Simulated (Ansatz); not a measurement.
The reference is ZrS$_{2}$ in the CdI2 type structure (space group P-3m1, No. 164; a = 3.5781 Å, c = 5.5401 Å; layered, stacked along the Cartesian z axis).

Computed with PBEsol-D3(BJ) (Ansatz, a program for electronic structure, PAW, no spin-orbit coupling).

Base values:

The band gap comes out as 0.29 eV and the c/a ratio is 1.548. The lattice parameter a is 3.578 Å and the valence-band top at Γ is 0.00, -0.35, -0.35 eV.

Modification: cell and atoms relaxed at a pressure of 0.7 GPa.

Q: What happens to the band gap, c/a ratio, lattice parameter a and valence-band top at Γ?

A: The band gap drops by 0.08 eV, from 0.29 eV to 0.21 eV; the c/a ratio shrinks by 0.007, from 1.548 to 1.541; the lattice parameter a falls by 0.012 Å (3.578 Å → 3.566 Å); the valence-band top at Γ (three highest levels, from the VBM) goes from 0.00, -0.35, -0.35 eV to 0.00, -0.39, -0.39 eV.

Load acts through the strain it causes; cell and atoms are relaxed under it. No phonon test of stability was made. A zero or small gap of ZrS2 can be the functional's error rather than a property of the material.
